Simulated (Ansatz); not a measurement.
Start from SnTe in the rock salt structure (space group Fm-3m, No. 225).

```
SnTe
1.0
    0.00000     3.11741     3.11741
    3.11741     0.00000     3.11741
    3.11741     3.11741     0.00000
Sn Te
1 1
Cartesian
  0.00000   0.00000   0.00000
  3.11741   3.11741   3.11741
```

Cartesian axes are those of the cell as printed.

All numbers come from plane-wave PAW DFT at the LDA level (Ansatz, a quantum-chemistry and plane-wave program, 420 eV), without spin-orbit coupling.

Strains are applied to the cell and any free atomic positions relax; under biaxial strain the out-of-plane vector relaxes too.

One change was made to it. Results:

| quantity | base | after |
|---|---|---|
| pressure (mean of the normal stresses, compression positive) | 0.0 GPa | 1.0 GPa |
| energy relative to the base (free energy F) | 0 meV/atom | +6.0 meV/atom |
| volume per atom | 30.30 Å³ | 29.71 Å³ |

Task: Which of these changes matches the shifts?
A) biaxial strain −2.08 %, plane normal [111], relaxed out of plane
B) biaxial strain −1.25 %, plane normal [111], relaxed out of plane
C) biaxial strain +1.67 %, plane normal [111], relaxed out of plane
D) biaxial strain −1.67 %, plane normal [111], relaxed out of plane

Result: A, biaxial strain −2.08 %, plane normal [111], relaxed out of plane. For comparison, the energy relative to the base in the other runs: biaxial strain −1.25 %, plane normal [111], relaxed out of plane gives +2.2 meV/atom; biaxial strain −1.67 %, plane normal [111], relaxed out of plane gives +3.9 meV/atom; biaxial strain +1.67 %, plane normal [111], relaxed out of plane gives +3.7 meV/atom.

The mesh was chosen for an insulator and is coarse for the gapless case. Stability against distortions was not tested. All final runs are without spin polarisation.
